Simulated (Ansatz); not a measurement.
The starting structures come from a database of crystals and need not be the phases stable at ambient conditions.

Data:

```yaml
crystal:
  lattice:
    - [5.28485, 0.00000, 0.00000]
    - [2.64242, 4.57681, 0.00000]
    - [2.64243, 1.52560, 4.84596]
  atoms:
    - { symbol: Li, position: [0.63781, 0.63781, 0.08657] }
    - { symbol: Li, position: [0.36219, 0.36219, 0.91343] }
    - { symbol: Nb, position: [0.85560, 0.85560, 0.43319] }
    - { symbol: Nb, position: [0.14440, 0.14440, 0.56681] }
    - { symbol: O, position: [0.78391, 0.43784, 0.73241] }
    - { symbol: O, position: [0.21609, 0.56216, 0.26759] }
    - { symbol: O, position: [0.43784, 0.04584, 0.73241] }
    - { symbol: O, position: [0.56216, 0.95416, 0.26759] }
    - { symbol: O, position: [0.04584, 0.78391, 0.73241] }
    - { symbol: O, position: [0.95416, 0.21609, 0.26759] }
```

Space group of this cell: R-3. The cell is taken as given; by r2SCAN its mean pressure is -8.8 GPa.

All values below come from r2SCAN (plane waves, PAW; Ansatz, a first-principles code).

The current runs along the normal of the first two printed vectors; no spin-orbit coupling. Scaled by the factor s: all lengths (ions clamped). The meshes follow the cell: 8×8×8 and 12×12 across at s = 0.98, 8×8×8 and 12×12 across at s = 1.00, 8×8×8 and 6×6 across at s = 1.02.

| s | mean pressure (GPa) | slowest mid-gap decay constant κ (1/Å) |
|---|---|---|
| 0.98 | 2.5 | ? |
| 1.00 | -8.8 | 0.492 |
| 1.02 | -17.3 | 0.480 |

Take the slope of the slowest mid-gap decay constant κ against ln s from the two given rows, extrapolate to s = 0.98, and say what the run there gives.

Slope = (0.480 − 0.492) / ln 1.02 = -0.606 1/Å. The line gives 0.492 + (-0.606) × ln 0.98 = 0.504 1/Å. The run gives 0.504 1/Å, as the line does.
